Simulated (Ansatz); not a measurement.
Si well of 12 atomic layers along [001] in random Si0.7Ge0.3, interfaces graded over 4 layers

Prepared with Tersoff's 1989 multicomponent potential (SiCGe.tersoff) in LAMMPS: minimisation. Geometry as solved with PBE, support functions at accuracy medium on the grid of 370 eV (Ansatz, an electronic-structure program).

```xyz
648
Lattice="16.67 0.00 0.00 0.00 16.67 0.00 0.00 0.00 49.58" Properties=species:S:1:pos:R:3 pbc="T T T"
Si     0.01     0.05    -0.03
Si     1.36     1.41     1.39
Si     2.73     2.78     0.02
Ge     4.15     4.18     1.40
Ge     2.79     0.03     2.79
Si     4.21     1.42     4.21
Si     0.00     2.74     2.80
Ge     1.38     4.21     4.16
Si     0.01     0.05     5.59
Si     1.36     1.42     6.99
Ge     2.81     2.79     5.62
Si     4.18     4.21     7.03
Ge     2.78     0.02     8.38
Si     4.17     1.45     9.76
Si     0.04     2.81     8.39
Si     1.42     4.19     9.77
Si     0.03    -0.02    11.14
Ge     1.42     1.40    12.53
Si     2.81     2.83    11.13
Si     4.15     4.16    12.57
Si     2.82     0.00    13.92
Si     4.22     1.37    15.27
Si     0.03     2.81    13.93
Si     1.37     4.21    15.28
Si     0.00     0.00    16.73
Si     1.38     1.38    18.07
Ge     2.78     2.78    16.65
Si     4.16     4.21    18.04
Si     2.78    -0.02    19.40
Si     4.15     1.36    20.78
Si    -0.01     2.79    19.40
Si     1.39     4.17    20.75
Si     0.00     0.00    22.11
Si     1.39     1.40    23.46
Si     2.77     2.78    22.11
Si     4.17     4.17    23.47
Si     2.81     0.03    24.79
Si     4.18     1.40    26.18
Si     0.00     2.78    24.82
Si     1.39     4.17    26.18
Si     0.00     0.05    27.54
Si     1.40     1.40    28.90
Si     2.78     2.78    27.54
Si     4.17     4.17    28.89
Si     2.78     0.00    30.26
Si     4.16     1.40    31.62
Si     0.00     2.78    30.25
Si     1.40     4.16    31.61
Si     0.02     0.03    32.95
Si     1.39     1.39    34.34
Si     2.77     2.79    32.98
Si     4.15     4.19    34.33
Si     2.74    -0.04    35.68
Ge     4.13     1.33    37.12
Si     0.02     2.75    35.74
Si     1.39     4.14    37.11
Ge    -0.01     0.00    38.48
Si     1.40     1.39    39.89
Si     2.74     2.76    38.49
Ge     4.19     4.18    39.82
Si     2.77    -0.01    41.26
Si     4.12     1.37    42.64
Si    -0.04     2.73    41.22
Ge     1.37     4.11    42.63
Si    -0.01     0.00    44.03
Si     1.36     1.38    45.42
Si     2.76     2.71    44.04
Ge     4.19     4.12    45.40
Si     2.74     0.00    46.78
Ge     4.15     1.38    48.21
Si     0.00     2.76    46.83
Si     1.36     4.14    48.22
Si     0.02     5.55     0.01
Si     1.37     6.95     1.38
Si     2.75     8.31     0.00
Ge     4.14     9.70     1.42
Si     2.77     5.62     2.79
Si     4.14     6.91     4.24
Si    -0.02     8.31     2.77
Ge     1.41     9.67     4.19
Si     0.03     5.62     5.60
Si     1.41     6.95     6.99
Si     2.81     8.30     5.62
Si     4.14     9.73     6.97
Si     2.77     5.58     8.38
Si     4.11     6.95     9.79
Si     0.02     8.32     8.36
Si     1.37     9.70     9.75
Si     0.03     5.58    11.12
Si     1.39     6.95    12.53
Si     2.75     8.34    11.16
Si     4.14     9.73    12.51
Si     2.77     5.56    13.91
Si     4.14     6.92    15.31
Si     0.02     8.30    13.94
Si     1.40     9.69    15.30
Si    -0.01     5.57    16.67
Si     1.38     6.95    18.03
Si     2.78     8.32    16.67
Si     4.17     9.71    18.04
Si     2.77     5.57    19.40
Si     4.16     6.95    20.77
Si     0.00     8.34    19.39
Si     1.39     9.72    20.75
Si     0.00     5.56    22.11
Si     1.39     6.95    23.47
Si     2.77     8.34    22.12
Si     4.17     9.73    23.47
Si     2.78     5.56    24.82
Si     4.17     6.95    26.17
Si     0.00     8.34    24.83
Si     1.39     9.73    26.18
Si     0.00     5.56    27.53
Si     1.41     6.95    28.88
Si     2.79     8.34    27.52
Si     4.17     9.72    28.89
Si     2.78     5.56    30.25
Si     4.17     6.95    31.60
Si     0.04     8.37    30.21
Si     1.39     9.73    31.62
Si     0.03     5.53    32.96
Ge     1.41     6.95    34.36
Si     2.81     8.36    32.96
Si     4.17     9.73    34.34
Si     2.80     5.53    35.77
Si     4.17     6.95    37.10
Si     0.01     8.38    35.73
Si     1.41     9.71    37.09
Si     0.03     5.51    38.49
Si     1.39     6.95    39.80
Si     2.79     8.34    38.46
Si     4.15     9.74    39.84
Ge     2.77     5.60    41.25
Si     4.18     6.95    42.68
Ge    -0.01     8.32    41.22
Ge     1.45     9.70    42.66
Ge    -0.02     5.56    44.05
Si     1.41     6.96    45.41
Si     2.83     8.30    44.07
Si     4.17     9.73    45.42
Ge     2.77     5.55    46.84
Si     4.18     6.96    48.22
Ge     0.00     8.33    46.81
Si     1.43     9.72    48.19
Ge    -0.01    11.10     0.00
Ge     1.40    12.51     1.45
Ge     2.77    13.96     0.01
Si     4.21    15.30     1.41
Si     2.79    11.11     2.82
Ge     4.22    12.50     4.19
Ge    -0.02    13.92     2.87
Si     1.38    15.34     4.23
Ge    -0.06    11.08     5.60
Ge     1.36    12.50     7.04
Ge     2.78    13.94     5.61
Si     4.21    15.33     6.96
Si     2.76    11.06     8.38
Ge     4.15    12.48     9.77
Si    -0.02    13.90     8.45
Si     1.39    15.26     9.79
Si     0.01    11.11    11.10
Ge     1.39    12.49    12.54
Si     2.78    13.92    11.16
Si     4.13    15.29    12.54
Si     2.79    11.07    13.93
Si     4.14    12.46    15.33
Si    -0.02    13.86    13.95
Ge     1.40    15.27    15.32
Si     0.02    11.09    16.66
Si     1.38    12.49    18.04
Si     2.80    13.85    16.71
Si     4.17    15.27    18.04
Si     2.78    11.10    19.39
Si     4.17    12.50    20.75
Si     0.00    13.88    19.41
Si     1.39    15.27    20.76
Si     0.00    11.10    22.11
Si     1.39    12.49    23.46
Si     2.79    13.89    22.11
Si     4.18    15.28    23.46
Si     2.78    11.11    24.83
Si     4.17    12.50    26.19
Si    -0.03    13.87    24.79
Ge     1.39    15.28    26.17
Si     0.00    11.12    27.53
Si     1.39    12.49    28.91
Si     2.79    13.87    27.56
Si     4.17    15.28    28.89
Si     2.78    11.11    30.26
Si     4.16    12.50    31.62
Si     0.02    13.87    30.29
Si     1.40    15.28    31.62
Si     0.01    11.12    33.00
Si     1.41    12.50    34.35
Si     2.78    13.89    32.98
Si     4.15    15.29    34.33
Si     2.78    11.11    35.72
Si     4.17    12.46    37.10
Si     0.02    13.86    35.73
Si     1.38    15.27    37.06
Ge    -0.03    11.11    38.47
Ge     1.39    12.53    39.92
Ge     2.82    13.93    38.47
Si     4.21    15.30    39.92
Si     2.83    11.12    41.26
Si     4.21    12.47    42.63
Si    -0.02    13.95    41.27
Si     1.37    15.31    42.64
Ge    -0.01    11.12    44.08
Si     1.40    12.49    45.46
Ge     2.78    13.88    44.02
Si     4.14    15.32    45.43
Si     2.76    11.08    46.78
Ge     4.14    12.49    48.17
Ge    -0.02    13.92    46.82
Si     1.37    15.36    48.19
Si     5.57    -0.03     0.02
Ge     6.95     1.37     1.43
Si     8.30     2.78     0.01
Ge     9.68     4.14     1.46
Si     8.38    -0.04     2.81
Si     9.74     1.36     4.17
Si     5.55     2.80     2.83
Si     6.90     4.19     4.19
Si     5.57     0.02     5.57
Si     6.89     1.41     6.97
Ge     8.31     2.76     5.55
Ge     9.75     4.17     6.99
Ge     8.30     0.04     8.40
Si     9.73     1.43     9.77
Si     5.55     2.80     8.37
Si     6.96     4.14     9.75
Ge     5.54     0.02    11.16
Si     6.95     1.43    12.53
Si     8.32     2.77    11.13
Ge     9.71     4.16    12.55
Ge     8.35     0.01    13.93
Si     9.75     1.42    15.32
Si     5.56     2.79    13.92
Si     6.93     4.18    15.30
Si     5.57    -0.01    16.68
Si     6.98     1.37    18.01
Si     8.34     2.80    16.65
Si     9.72     4.17    18.04
Si     8.34    -0.01    19.39
Si     9.72     1.39    20.76
Ge     5.57     2.78    19.40
Si     6.98     4.19    20.79
Si     5.56    -0.01    22.11
Si     6.95     1.39    23.47
Si     8.35     2.78    22.12
Si     9.73     4.17    23.47
Si     8.34     0.00    24.82
Si     9.72     1.39    26.18
Si     5.56     2.78    24.82
Si     6.95     4.18    26.17
Si     5.56     0.00    27.54
Si     6.95     1.40    28.89
Si     8.33     2.79    27.53
Si     9.72     4.16    28.89
Si     8.36     0.03    30.22
Si     9.73     1.38    31.61
Si     5.56     2.78    30.26
Si     6.94     4.16    31.63
Si     5.52     0.03    33.00
Si     6.97     1.36    34.34
Si     8.34     2.75    32.97
Si     9.74     4.13    34.31
Si     8.32    -0.02    35.73
Ge     9.73     1.40    37.11
Ge     5.57     2.78    35.72
Si     6.95     4.17    37.14
Si     5.59    -0.02    38.52
Si     6.96     1.39    39.84
Si     8.31     2.80    38.51
Si     9.72     4.17    39.83
Ge     8.33    -0.05    41.23
Ge     9.72     1.38    42.69
Ge     5.57     2.75    41.28
Si     6.97     4.16    42.69
Ge     5.56     0.01    44.03
Si     6.97     1.41    45.45
Si     8.33     2.80    44.08
Si     9.76     4.15    45.41
Si     8.33    -0.01    46.79
Ge     9.73     1.39    48.20
Si     5.60     2.76    46.82
Si     6.93     4.15    48.22
Si     5.56     5.55    -0.02
Ge     6.98     6.91     1.40
Si     8.37     8.30     0.00
Ge     9.76     9.70     1.39
Si     8.33     5.55     2.87
Si     9.72     6.95     4.22
Ge     5.56     8.31     2.88
Si     6.96     9.71     4.27
Si     5.52     5.52     5.58
Ge     6.95     6.92     6.96
Si     8.37     8.34     5.60
Si     9.72     9.73     6.99
Si     8.32     5.53     8.40
Ge     9.72     6.97     9.76
Ge     5.53     8.35     8.40
Si     6.95     9.74     9.79
Ge     5.56     5.55    11.16
Si     6.98     6.95    12.54
Si     8.32     8.36    11.18
Si     9.68     9.72    12.56
Si     8.31     5.57    13.95
Si     9.71     6.90    15.32
Ge     5.54     8.34    13.91
Si     6.94     9.76    15.30
Si     5.54     5.56    16.67
Si     6.91     6.92    18.07
Ge     8.32     8.34    16.69
Si     9.75     9.75    18.06
Si     8.34     5.56    19.40
Si     9.73     6.95    20.75
Si     5.54     8.33    19.41
Si     6.95     9.73    20.75
Si     5.56     5.56    22.12
Si     6.95     6.95    23.46
Si     8.34     8.34    22.11
Si     9.73     9.73    23.47
Si     8.34     5.56    24.81
Si     9.72     6.94    26.17
Si     5.56     8.34    24.82
Si     6.95     9.72    26.18
Si     5.56     5.56    27.53
Si     6.95     6.94    28.89
Si     8.34     8.33    27.53
Si     9.72     9.72    28.89
Si     8.33     5.55    30.25
Si     9.74     6.92    31.59
Si     5.56     8.34    30.24
Si     6.92     9.75    31.58
Si     5.54     5.56    32.97
Si     6.89     6.94    34.34
Ge     8.33     8.34    32.98
Si     9.74     9.76    34.36
Ge     8.33     5.54    35.70
Ge     9.75     6.98    37.14
Si     5.52     8.32    35.70
Ge     6.95     9.72    37.11
Si     5.59     5.60    38.45
Si     6.95     6.95    39.86
Si     8.33     8.34    38.55
Si     9.71     9.73    39.88
Ge     8.35     5.56    41.27
Si     9.74     7.00    42.68
Ge     5.55     8.35    41.26
Si     6.97     9.76    42.64
Si     5.56     5.54    43.98
Ge     6.92     6.97    45.38
Si     8.35     8.40    44.01
Si     9.74     9.77    45.39
Ge     8.35     5.53    46.82
Si     9.73     6.95    48.21
Si     5.51     8.34    46.81
Ge     6.99     9.69    48.16
Ge     5.58    11.11     0.02
Ge     6.98    12.59     1.42
Si     8.38    13.93    -0.02
Si     9.75    15.27     1.39
Ge     8.35    11.11     2.86
Si     9.79    12.50     4.20
Si     5.56    13.97     2.81
Si     6.94    15.32     4.18
Si     5.58    11.08     5.63
Si     6.96    12.44     6.99
Ge     8.32    13.85     5.55
Ge     9.73    15.30     6.97
Si     8.34    11.09     8.39
Si     9.68    12.49     9.76
Ge     5.59    13.90     8.34
Si     6.96    15.28     9.79
Si     5.55    11.07    11.15
Ge     6.96    12.48    12.53
Si     8.34    13.90    11.13
Si     9.72    15.23    12.52
Si     8.35    11.10    13.95
Si     9.73    12.49    15.30
Ge     5.52    13.90    13.95
Si     6.95    15.28    15.34
Si     5.56    11.11    16.68
Si     6.95    12.50    18.03
Si     8.34    13.88    16.67
Si     9.72    15.28    18.04
Si     8.34    11.12    19.40
Si     9.72    12.51    20.76
Si     5.57    13.89    19.40
Si     6.95    15.28    20.75
Si     5.56    11.11    22.11
Si     6.94    12.50    23.47
Si     8.33    13.90    22.12
Si     9.72    15.28    23.47
Si     8.34    11.11    24.82
Si     9.72    12.50    26.18
Si     5.56    13.89    24.83
Si     6.95    15.28    26.18
Si     5.56    11.10    27.53
Si     6.95    12.50    28.88
Si     8.33    13.89    27.53
Si     9.73    15.28    28.88
Si     8.34    11.12    30.24
Si     9.76    12.48    31.58
Si     5.53    13.87    30.23
Ge     6.92    15.31    31.59
Si     5.55    11.12    32.98
Si     6.95    12.46    34.35
Ge     8.37    13.87    33.00
Si     9.75    15.29    34.40
Si     8.36    11.13    35.71
Si     9.72    12.52    37.10
Ge     5.56    13.89    35.73
Si     6.97    15.29    37.14
Si     5.54    11.13    38.50
Si     6.95    12.51    39.86
Si     8.35    13.89    38.49
Si     9.76    15.25    39.84
Si     8.32    11.12    41.23
Ge     9.74    12.53    42.62
Si     5.57    13.87    41.26
Si     6.93    15.24    42.64
Si     5.56    11.09    44.02
Ge     6.98    12.50    45.39
Si     8.35    13.93    44.01
Si     9.70    15.30    45.41
Si     8.40    11.12    46.80
Si     9.72    12.49    48.22
Ge     5.57    13.95    46.81
Si     6.98    15.32    48.22
Si    11.14    -0.01     0.05
Si    12.48     1.42     1.39
Si    13.86     2.74    -0.03
Ge    15.28     4.12     1.38
Ge    13.90     0.05     2.78
Si    15.32     1.39     4.20
Si    11.12     2.75     2.82
Si    12.45     4.15     4.22
Si    11.10     0.04     5.58
Si    12.48     1.35     7.01
Ge    13.88     2.76     5.60
Ge    15.31     4.22     7.00
Si    13.86    -0.01     8.38
Ge    15.28     1.39     9.76
Si    11.12     2.74     8.37
Ge    12.51     4.17     9.75
Ge    11.12     0.00    11.16
Si    12.52     1.42    12.56
Si    13.89     2.78    11.18
Ge    15.30     4.19    12.54
Si    13.88     0.03    13.89
Ge    15.28     1.40    15.32
Si    11.15     2.78    13.95
Si    12.51     4.18    15.32
Si    11.09     0.03    16.70
Si    12.50     1.40    18.05
Si    13.87     2.81    16.70
Si    15.28     4.18    18.04
Si    13.89     0.01    19.41
Si    15.28     1.40    20.76
Si    11.11     2.78    19.40
Si    12.50     4.17    20.75
Si    11.11     0.00    22.11
Si    12.50     1.39    23.47
Si    13.89     2.79    22.11
Si    15.28     4.17    23.47
Si    13.89     0.00    24.81
Si    15.27     1.40    26.17
Si    11.12     2.78    24.83
Si    12.50     4.17    26.19
Si    11.12     0.00    27.53
Si    12.49     1.39    28.89
Si    13.89     2.77    27.53
Si    15.28     4.16    28.88
Si    13.86     0.02    30.28
Si    15.28     1.39    31.60
Si    11.11     2.77    30.25
Si    12.50     4.15    31.60
Si    11.10     0.00    33.00
Si    12.50     1.39    34.35
Si    13.87     2.75    32.96
Ge    15.28     4.15    34.35
Si    13.87     0.03    35.74
Si    15.26     1.41    37.09
Si    11.14     2.80    35.71
Si    12.50     4.15    37.13
Si    11.15    -0.03    38.49
Si    12.55     1.35    39.85
Si    13.90     2.77    38.48
Si    15.28     4.15    39.86
Si    13.89    -0.02    41.27
Si    15.29     1.34    42.61
Ge    11.13     2.77    41.21
Ge    12.52     4.21    42.65
Si    11.13    -0.02    44.07
Si    12.50     1.34    45.46
Ge    13.92     2.73    44.06
Si    15.31     4.13    45.46
Si    13.90    -0.01    46.83
Si    15.27     1.39    48.19
Si    11.14     2.77    46.78
Si    12.50     4.11    48.19
Ge    11.11     5.52    -0.01
Ge    12.50     6.95     1.44
Ge    13.91     8.38     0.00
Si    15.29     9.73     1.45
Ge    13.91     5.54     2.87
Si    15.31     6.98     4.23
Si    11.09     8.31     2.84
Ge    12.51     9.72     4.21
Si    11.13     5.58     5.58
Si    12.52     6.95     6.96
Si    13.92     8.32     5.62
Si    15.26     9.68     7.03
Si    13.90     5.61     8.37
Si    15.33     6.93     9.72
Si    11.14     8.35     8.32
Si    12.50     9.72     9.71
Si    11.10     5.54    11.15
Ge    12.51     6.90    12.54
Ge    13.91     8.32    11.09
Ge    15.31     9.74    12.55
Si    13.91     5.56    13.98
Si    15.29     6.96    15.31
Ge    11.09     8.35    13.95
Si    12.52     9.76    15.33
Si    11.11     5.55    16.68
Si    12.50     6.95    18.02
Si    13.90     8.35    16.67
Si    15.29     9.72    18.03
Si    13.89     5.57    19.39
Si    15.28     6.95    20.75
Si    11.13     8.34    19.40
Si    12.51     9.72    20.76
Si    11.11     5.56    22.11
Si    12.50     6.94    23.47
Si    13.90     8.33    22.12
Si    15.28     9.72    23.47
Si    13.89     5.56    24.83
Si    15.28     6.95    26.18
Si    11.11     8.33    24.82
Si    12.50     9.72    26.18
Si    11.10     5.56    27.54
Si    12.50     6.95    28.89
Si    13.89     8.33    27.54
Si    15.28     9.73    28.88
Si    13.87     5.53    30.22
Ge    15.31     6.93    31.57
Si    11.11     8.34    30.25
Si    12.49     9.76    31.59
Si    11.09     5.52    32.94
Ge    12.46     6.93    34.38
Ge    13.91     8.38    32.99
Si    15.30     9.78    34.40
Si    13.87     5.53    35.76
Ge    15.30     6.93    37.11
Si    11.11     8.41    35.73
Si    12.47     9.78    37.08
Si    11.14     5.53    38.51
Si    12.46     6.92    39.91
Ge    13.83     8.36    38.51
Si    15.24     9.75    39.90
Si    13.92     5.58    41.23
Si    15.27     6.93    42.62
Si    11.10     8.35    41.27
Si    12.47     9.75    42.61
Si    11.09     5.59    44.05
Si    12.48     6.92    45.42
Ge    13.87     8.33    44.01
Si    15.24     9.73    45.45
Ge    13.89     5.54    46.83
Si    15.31     6.92    48.23
Ge    11.11     8.36    46.81
Si    12.51     9.79    48.19
Si    11.14    11.14     0.00
Si    12.51    12.50     1.39
Si    13.86    13.87    -0.02
Ge    15.29    15.28     1.33
Si    13.89    11.12     2.77
Si    15.23    12.47     4.18
Si    11.10    13.86     2.76
Ge    12.46    15.28     4.18
Si    11.10    11.12     5.63
Si    12.51    12.43     7.01
Ge    13.87    13.84     5.60
Ge    15.30    15.30     7.00
Si    13.90    11.09     8.38
Si    15.26    12.48     9.77
Ge    11.14    13.86     8.40
Si    12.55    15.26     9.78
Ge    11.10    11.10    11.15
Si    12.51    12.51    12.55
Si    13.88    13.85    11.14
Ge    15.28    15.27    12.53
Si    13.88    11.14    13.94
Si    15.30    12.47    15.30
Si    11.08    13.86    13.89
Ge    12.46    15.31    15.27
Si    11.12    11.13    16.68
Si    12.48    12.48    18.07
Ge    13.91    13.88    16.70
Si    15.30    15.30    18.08
Si    13.90    11.10    19.40
Si    15.28    12.50    20.76
Si    11.11    13.89    19.40
Si    12.50    15.28    20.76
Si    11.11    11.11    22.11
Si    12.50    12.50    23.47
Si    13.88    13.89    22.10
Si    15.27    15.28    23.45
Si    13.89    11.10    24.82
Si    15.28    12.49    26.16
Si    11.11    13.89    24.82
Si    12.50    15.28    26.16
Si    11.11    11.11    27.54
Si    12.50    12.50    28.88
Si    13.87    13.87    27.50
Ge    15.27    15.28    28.90
Si    13.90    11.12    30.24
Si    15.28    12.49    31.63
Si    11.12    13.90    30.24
Si    12.48    15.28    31.63
Si    11.12    11.13    32.97
Si    12.49    12.51    34.35
Si    13.87    13.88    32.96
Ge    15.28    15.29    34.35
Si    13.88    11.16    35.73
Si    15.27    12.54    37.08
Si    11.13    13.90    35.75
Si    12.52    15.29    37.11
Si    11.06    11.11    38.46
Ge    12.50    12.51    39.84
Si    13.92    13.92    38.46
Si    15.25    15.27    39.89
Si    13.87    11.11    41.26
Ge    15.24    12.55    42.64
Si    11.14    13.94    41.24
Si    12.49    15.30    42.65
Si    11.14    11.12    44.02
Si    12.51    12.51    45.39
Si    13.84    13.94    44.05
Si    15.24    15.31    45.40
Si    13.87    11.14    46.79
Si    15.23    12.50    48.19
Ge    11.11    13.90    46.81
Si    12.52    15.30    48.22
```
